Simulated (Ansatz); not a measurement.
**Defect calculation: C vacancy + C vacancy + Se interstitial in diamond**

Computed with PBE, PAW (plane waves to 420 eV; Ansatz, an electronic-structure program). The supercell holds 64 host sites (2×2×2 repeats of the unit cell), with a 2×2×2 shifted k-point sampling for the final energies. Sites at the start: the C site; C 1.55 Å away; midway between the emptied sites. These values are not converged in cell size to better than tenths of an eV. The semilocal functional narrows the gap, so deep levels can fall outside it. Spin–orbit coupling is left out. Each state is the lowest found from its start.

Formation energies E_f are those of the neutral cell. Chemical conditions: host crystal and elements as references (Δμ(C) = 0.14 eV, Δμ(Se) = 0.00 eV; Se taken from its element, since no compound that bounds it was computed at this level; only phases computed here count, gases as isolated molecules at 0 K). Reference phases: C: graphite, Se: trigonal Se.

```csv
charge,moment (μB),point group,largest move off a lattice site (Å),"E_f, host crystal and elements as references (eV)",above the lowest spin state (eV)
+1†,fractional,–,0.14,–,0.00
0,not spin-polarised,D3d,0.14,8.30,0.00
0,0.0,D3d,0.14,8.30,0.00
−1†,fractional,–,0.13,–,0.00
−2,not spin-polarised,D3d,0.13,–,0.00
−2,0.0,D3d,0.13,–,0.00
```

† Not settled in this cell, so no level is given: charge +1: fractional moment, a level filled in part; charge −1: fractional moment, a level filled in part.

Point groups are those of the whole cell at tolerances of 0.03 and 0.1 Å ("near" where only the looser one holds); none is given for unsettled states.

Starting moments that weren't kept: charge +1 began with 1 μB and ended with 0.5; charge 0 began with 2 μB and ended with 0.0; charge −1 began with 1 μB and ended with 0.5; charge −2 began with 2 μB and ended with 0.0.

All states together cost very roughly 30 core-minutes.
